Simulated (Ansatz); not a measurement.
How a calculation on LaTiGe (P4/nmm, 6 atoms in the cell) responds to its settings

```yaml
crystal:
  lattice:
    - [4.25051, 0.00000, 0.00000]
    - [0.00000, 4.25051, 0.00000]
    - [0.00000, 0.00000, 8.46260]
  atoms:
    - { symbol: La, position: [0.00000, 0.50000, 0.34988] }
    - { symbol: La, position: [0.50000, 0.00000, 0.65012] }
    - { symbol: Ti, position: [0.50000, 0.50000, 0.00000], spin: 1.0 }
    - { symbol: Ti, position: [0.00000, 0.00000, 0.00000], spin: 1.0 }
    - { symbol: Ge, position: [0.50000, 0.00000, 0.21227] }
    - { symbol: Ge, position: [0.00000, 0.50000, 0.78773] }
```
(The spins are starting values, not results.)

Base run A: PBEsol, PAW files made with PBE (Ansatz, a first-principles code), self-consistent single point.

Its settings: basis.ecutwfc = 30.9 Ry; kpoints.mp_grid.grid = 6 6 3; hamiltonian.xc = pbesol; hamiltonian.pseudopotentials = {kind: paw} (the program's default PAW files); magnetization.spin_polarized = true; scf.occupations.method = methfessel_paxton; scf.occupations.width = 0.0147 Ry.

The starting cell comes from a database of computed structures (which also holds hypothetical and non-ambient phases and stackings), without a prior relaxation at this level. Its lattice was rescaled by a random factor within 2.5 % of one. The magnetic order is the one reached from the typed start; others were not searched systematically. In the base run, with a pressure of about -8 GPa the cell is away from its equilibrium volume at this level. Ansatz's pressure includes its estimate of the finite-basis (Pulay) stress.

ΔF is the free energy per atom less that of run A. 

The first pressure column holds Ansatz's estimate of the finite-basis (Pulay) stress, which hides part of the cutoff error; the other is without it.

In some runs the Pulay estimate is large (up to 20 GPa), a sign of a cutoff far from converged.

Runs:
- B: lattice scaled by 0.97
- C: lattice scaled by 0.97; basis.ecutwfc: 30.9 Ry → 18.4 Ry
- D: lattice scaled by 0.985
- E: lattice scaled by 0.985; basis.ecutwfc: 30.9 Ry → 18.4 Ry
- F: lattice scaled by 1.015
- G: lattice scaled by 1.015; basis.ecutwfc: 30.9 Ry → 18.4 Ry
- H: lattice scaled by 1.03
- I: lattice scaled by 1.03; basis.ecutwfc: 30.9 Ry → 18.4 Ry
- J: basis.ecutwfc: 30.9 Ry → 18.4 Ry

| run | ΔF (meV/atom) | pressure (GPa) | largest force (eV/Å) | size of the net moment (μB/atom) | pressure at a fixed set of plane waves (GPa) |
|---|---|---|---|---|---|
| A | 0.00 | -8.13 | 0.635 | 0.10 | -8.14 |
| B | -78.7 | -2.72 | 0.259 | 0.08 | -2.74 |
| C | 349.2 | -2.83 | 0.320 | 0.08 | -22.48 |
| D | -49.3 | -5.75 | 0.470 | 0.10 | -5.76 |
| E | 375.2 | -5.74 | 0.535 | 0.10 | -24.56 |
| F | 65.8 | -9.89 | 0.751 | 0.10 | -9.91 |
| G | 487.7 | -9.57 | 0.756 | 0.13 | -27.02 |
| H | 145.2 | -11.26 | 0.824 | 0.12 | -11.27 |
| I | 566.5 | -11.01 | 0.790 | 0.13 | -27.71 |
| J | 423.7 | -8.09 | 0.673 | 0.11 | -26.12 |

Run I against A: The free energy rises by 567 meV/atom, the pressure goes from -8.13 to -11.01 GPa, the largest force goes from 0.635 to 0.790 eV/Å and the size of the net moment hardly changes (0.10 to 0.13 μB/atom).

Run G against A: The free energy rises by 488 meV/atom, the pressure goes from -8.13 to -9.57 GPa, the largest force goes from 0.635 to 0.756 eV/Å and the size of the net moment moves little (0.10 to 0.13 μB/atom).

Keys are those of Ansatz 0.2.
